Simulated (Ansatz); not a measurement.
The reference is BN (space group P6_3/mmc, No. 194; layered, stacked along the Cartesian z axis).

```
BN
1.0
    2.50046     0.00000     0.00000
   -1.25023     2.16546     0.00000
    0.00000     0.00000     6.41169
B N
2 2
Direct
  0.66667   0.33333   0.25000
  0.33333   0.66667   0.75000
  0.33333   0.66667   0.25000
  0.66667   0.33333   0.75000
```

Cartesian axes are those of the cell as printed.

Calculations: Kohn–Sham DFT with the PBEsol-D3(BJ) functional, run in Ansatz (a first-principles code) with PAW and 420 eV plane waves, no SOC.

Base values:

The smallest direct gap is 4.49 eV. The width of the top valence band is 3.30 eV.

The change: the cell is stretched by 2.40 % along z with no lateral relaxation, atoms relaxed at fixed cell.

**Question.** What happens to the smallest direct gap, stress and width of the top valence band?

**Answer.** The smallest direct gap increases by 0.09 eV, from 4.49 eV to 4.58 eV; the stress (xx, yy, zz, yz, xz, xy; compression positive) amounts to (-0.02, -0.02, -0.69, 0.00, 0.00, 0.00) GPa; the width of the top valence band stays essentially unchanged (3.30 eV against 3.29 eV).

The cells carry an imposed strain or load. Whether these cells are dynamically stable was not tested.
